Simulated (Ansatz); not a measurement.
Si (diamond structure), cut as (100) film, 6 layers, dimers on {100} faces where they fit, ended by OH; geometry relaxed with PBE. The in-plane lattice is held at the bulk value. With PBE (Ansatz, a quantum-chemistry and plane-wave program) the gap on the k-mesh of the run is 0.76 eV. k-points: Γ-centred 4×4×1 mesh; occupations: Fermi-Dirac, 0.020 eV; spin polarisation not allowed. Spin-orbit coupling is left out.

**Question.** What gap does HSE06 (Ansatz) give on the same geometry and mesh?

**Answer.** 1.42 eV, wider by 0.65 eV.
